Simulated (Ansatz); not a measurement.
# Worked sum: surface energy of the La2O3(0001) slab with H2O, the mean of its two faces, with the listed reservoirs for the atoms in excess

This concerns the surface energy of the La2O3(0001) slab with H2O, the mean of its two faces, with the listed reservoirs for the atoms in excess. Reaction: 8 La2O3 (P-3m1) + H2O (gas) → cell A.

A: a slab of La2O3 (P-3m1) cut along (0001), 43 atoms, hexagonal cell of 7.85 Å (53.3 Å²), symmetry Cm within 0.02 Å, 13.3 Å thick under 16 Å of vacuum, in-plane vectors held at the crystal's; planes from bottom to top: O4 | La4 | O4 | La4 | O4 × 2 | La4 | O4 | La4O4 | H | O | H, its two faces unlike (dipole correction applied); added, foreign or displaced atoms, above the top plane: H2O bound through O to 2 La at 3.20 Å; spin state with PBE: run without spin.

Method: Ansatz (a first-principles code), PAW, neutral cells at 0 K with nuclei at rest, on structures from PBE+D3(BJ). Ansatz runs with its default PAW set. Other levels take these structures. The lattices are those relaxed with PBE+D3(BJ), so at other levels the solids can be strained, which adds to the spread. Larger cells are relaxed from a start prepared with the learned potential CHGNet, on a coarser mesh till forces fall under 0.03 eV/Å, which some starts already meet. A dispersion term (D3(BJ), or D4 for r2SCAN) was computed beside these levels and is taken off wherever the name lacks it. The runs are scalar-relativistic, without spin-orbit coupling. Cell A has symmetry Cm within 0.02 Å and got no random move, so less symmetric positions, which may lie lower, weren't tried.

Total energies of the cells in eV, at zero smearing width. They compare only within one column; the weights balance every element.

```json
[
 {"cell": "A: La2O3(0001) slab with H2O", "atoms": "43", "weight": "+1", "r2SCAN": "-114561.30679", "LDA": "-111203.67740"},
 {"cell": "La2O3 (P-3m1)", "atoms": "20", "weight": "−2", "r2SCAN": "-56982.85174", "LDA": "-55311.61338"},
 {"cell": "H2O (gas)", "atoms": "3", "weight": "−1", "r2SCAN": "-600.36457", "LDA": "-586.15620"}
]
```

r2SCAN: (-114561.30679) − 2 × (-56982.85174) − (-600.36457) = 4.7613 eV; dividing by 2 × 53.302 Å² and converting at 16.022 J/m² per eV/Å² gives 0.72 J/m².

LDA: (-111203.67740) − 2 × (-55311.61338) − (-586.15620) = 5.7056 eV; dividing by 2 × 53.302 Å² and converting at 16.022 J/m² per eV/Å² gives 0.86 J/m².
